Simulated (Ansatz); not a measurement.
Consider MoS2 in the 3R-MoS2 type structure (space group R3m, No. 160; a = 3.1532 Å, c = 17.9937 Å (hexagonal axes); layered, stacked along the Cartesian z axis).

(Cell as relaxed with PBE-D3(BJ).)

Levels (all Ansatz, a program for electronic structure, PAW, earlier PAW set): PBE-D3(BJ) (420 eV, scalar-relativistic without spin-orbit coupling); r2SCAN+rVV10 (500 eV, no SOC).

Each level relaxes its own structure.

```tsv
base	PBE-D3(BJ)	r2SCAN+rVV10
volume per atom	17.22 Å³	18.03 Å³
lattice parameter a	3.153 Å	3.175 Å
band gap	0.77 eV	1.02 eV
```

Perturbation: cell and atoms relaxed at a pressure of 7.5 GPa.

```json
[
 {"quantity": "smallest direct gap", "PBE-D3(BJ)": "1.74 eV", "r2SCAN+rVV10": "1.95 eV"},
 {"quantity": "lattice parameter a", "PBE-D3(BJ)": "3.100 Å", "r2SCAN+rVV10": "3.125 Å"},
 {"quantity": "band gap", "PBE-D3(BJ)": "0.34 eV", "r2SCAN+rVV10": "0.59 eV"}
]
```

PBE-D3(BJ)'s smallest direct gap lies 0.21 eV below r2SCAN+rVV10's; PBE-D3(BJ)'s lattice parameter a lies 0.0244 Å below r2SCAN+rVV10's (0.8 %); PBE-D3(BJ)'s band gap lies 0.25 eV below r2SCAN+rVV10's. Neither level is exact; r2SCAN+rVV10 is the comparison here, not a measurement.

Load acts through the strain it causes; cell and atoms are relaxed under it. Stability against distortions was not tested. Competing high-pressure phases were not computed.
